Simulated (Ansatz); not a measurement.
Consider Sn in the diamond structure (space group Fd-3m, No. 227; a = 6.5684 Å).

Computed with Kohn–Sham DFT with the r2SCAN functional, run in Ansatz (a first-principles code) with PAW and 500 eV plane waves, no spin-orbit coupling, earlier PAW set.

For the base:

- Lattice parameter a = 6.568 Å
- Band gap = zero

It is then changed as follows: cell and atoms relaxed at a pressure of 3 GPa.

Task: How does this affect the lattice parameter a?

Result: The lattice parameter a falls by 0.131 Å (6.568 Å → 6.437 Å).

Task: What does the calculation give for the band gap after the change?

Result: The band gap stays zero.

Load acts through the strain it causes; cell and atoms are relaxed under it. Whether these cells are dynamically stable was not tested. Tetrahedral semiconductors of this kind turn to denser phases somewhere between about 1 and 50 GPa; those were not computed, so compressed cells here can lie past the real transition.
